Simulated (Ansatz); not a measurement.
Take SnO₂ in the rutile structure (space group P4_2/mnm, No. 136) as the base.

```
SnO2
1.0
    4.75991     0.00000     0.00000
    0.00000     4.75991     0.00000
    0.00000     0.00000     3.20075
Sn O
2 4
Direct
  0.50000   0.50000   0.50000
  0.00000   0.00000   0.00000
  0.30591   0.30591   0.00000
  0.69409   0.69409   0.00000
  0.80591   0.19409   0.50000
  0.19409   0.80591   0.50000
```

Cartesian axes are those of the cell as printed.

Calculations: r2SCAN/PAW in Ansatz (an electronic-structure program), scalar-relativistic without spin-orbit coupling.

Before the change:

Valence-band top at Γ: 0.00, -0.77, -0.77 eV

It is then changed as follows: biaxial strain +2.09 %, plane normal [001], relaxed out of plane (Cartesian); in-plane vectors clamped, the third vector and the atoms free.

Predict the new valence-band top at Γ, ratio −ε⊥/ε∥ and in-plane stress.

The valence-band top at Γ (three highest levels, from the VBM) changes from 0.00, -0.77, -0.77 eV to 0.00, -0.78, -0.78 eV; the ratio −ε⊥/ε∥ is 0.64; the mean in-plane stress (compression positive) is -6.2 GPa.

The levels and masses belong to the bands next to the band gap. No phonon test of stability was made. The base started in Pnnm and relaxed to P4_2/mnm at this level.
